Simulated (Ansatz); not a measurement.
Base system: CdS in the wurtzite structure (space group P6_3mc, No. 186).

```yaml
crystal:
  lattice:
    - [4.12436, 0.00000, 0.00000]
    - [-2.06218, 3.57180, 0.00000]
    - [0.00000, 0.00000, 6.70817]
  atoms:
    - { symbol: Cd, position: [0.33333, 0.66667, 0.00017] }
    - { symbol: Cd, position: [0.66667, 0.33333, 0.50017] }
    - { symbol: S, position: [0.33333, 0.66667, 0.37683] }
    - { symbol: S, position: [0.66667, 0.33333, 0.87683] }
```

Computed with PBEsol (Ansatz, a quantum-chemistry and plane-wave program), without spin-orbit coupling.

One change was made to it. Results:

```csv
quantity,base,after
"valence-band top at Γ (three highest levels, from the VBM)","0.00, 0.00, -0.05 eV","0.00, 0.00, -0.06 eV"
density,4.86 g/cm³,5.17 g/cm³
```

Question: Name the change that was made.
A. pressure 9 GPa
B. pressure 4.5 GPa
C. pressure 2.1 GPa

Answer: B, pressure 4.5 GPa. For comparison, the density in the other runs: pressure 2.1 GPa gives 5.01 g/cm³; pressure 9 GPa gives 5.44 g/cm³.

The levels and masses belong to the bands next to the band gap. Load acts through the strain it causes; cell and atoms are relaxed under it. No phonon test of stability was made. Measured, CdS leaves this structure (for rock salt) near 2.54 GPa (temperature not stated; as listed in Datta, Sujoy, Jana, Debnarayan, arXiv (2020)), on rising pressure, with hysteresis.
